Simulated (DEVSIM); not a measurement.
System: abrupt GaAs p-n junction, at 300 K.

| layer (left to right) | material | thickness (μm) | Nd (cm⁻³) | Na (cm⁻³) | τn (s) | τp (s) |
|---|---|---|---|---|---|---|
| 1 | GaAs | 2.80 | - | 1.7e16 | 2.9e-8 | 2.9e-8 |
| 2 | GaAs | 2.60 | 1.1e17 | - | 2.9e-8 | 2.9e-8 |

Left contact: ohmic. Right contact: ohmic. Voltage is applied to the left contact. Recombination: SRH at mid-gap, radiative. Mobility is μmin + (μ − μmin)/(1 + (N/Nref)^α).

The device is made up for the run: typed textbook-type constants, with dimensions and the other settings drawn at random. Values at 300 K; Nc and Nv go as T^1.5, mobilities as T to minus their exponent, the gap by Varshni's rule with the affinity fixed.

```csv
parameter,GaAs
gap (eV),1.424
affinity (eV),4.07
permittivity,12.9
Nc (cm⁻³),4.7e17
Nv (cm⁻³),9e18
μn (cm²/Vs),8500
μp (cm²/Vs),400
"μn,min",500
"μp,min",20
"Nref,n",6e16
"Nref,p",1.5e17
αn,0.39
αp,0.38
T exponent of μn,2.1
T exponent of μp,2.2
B (cm³/s),2e-10
Varshni α (eV/K),0.000541
Varshni β (K),204
```

DEVSIM, 1D drift-diffusion, Boltzmann statistics, complete ionisation; no tunnelling, impact ionisation, image-force lowering or self-heating.

The temperature was swept, all else fixed.

```csv
temperature (K),potential step across the device at zero bias (V),dark forward voltage at 100 A/cm² (V),dark forward voltage at 1 A/cm² (V),largest field in the device at zero bias (V/cm)
250,1.292,1.191,1.090,72000
300,1.224,1.109,0.988,70000
350,1.154,1.025,0.883,67000
400,1.081,0.938,0.775,65000
450,1.006,0.850,0.666,62000
500,0.930,0.761,0.556,59000
```

From the first row to the last the potential step across the device at zero bias goes from 1.292 to 0.930. From the first row to the last the dark forward voltage at 100 A/cm² goes from 1.191 to 0.761.
